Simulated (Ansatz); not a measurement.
**BaHfO3: response to strain**

Base system: BaHfO3 in the cubic perovskite structure (space group Pm-3m, No. 221).

```
BaHfO3
1.0
    4.15753     0.00000     0.00000
    0.00000     4.15753     0.00000
    0.00000     0.00000     4.15753
Ba Hf O
1 1 3
Direct
  0.50000   0.50000   0.50000
  0.00000   0.00000   0.00000
  0.00000   0.50000   0.00000
  0.50000   0.00000   0.00000
  0.00000   0.00000   0.50000
```

Cartesian axes are those of the cell as printed.

Strains are applied to the cell and any free atomic positions relax.

All numbers come from PBEsol (Ansatz, a quantum-chemistry and plane-wave program), no spin-orbit coupling.

Notes on the quantities. energy relative to the base: free energy F.

| case | pressure | band gap | smallest direct gap | energy relative to the base |
|---|---|---|---|---|
| base | 0.00 GPa | 3.58 eV | 3.67 eV | 0 meV/atom |
| isotropic strain +4.64 % | ___ | 3.30 eV | 3.55 eV | +126 meV/atom |
| isotropic strain +5.96 % | -19.99 GPa | 3.21 eV | 3.49 eV | ___ |
| uniaxial strain ε_zz = +0.80 % | -1.31 GPa | 3.54 eV | 3.64 eV | +0.9 meV/atom |

Problem. What belongs in the blanks?

Solution. 
- isotropic strain +4.64 %, pressure: -17.02 GPa
- isotropic strain +5.96 %, energy relative to the base: +199 meV/atom

Spin-orbit coupling, missing from the scalar runs, can matter with Hf. Stability against distortions was not tested. The base started in P4mm and relaxed to Pm-3m at this level.
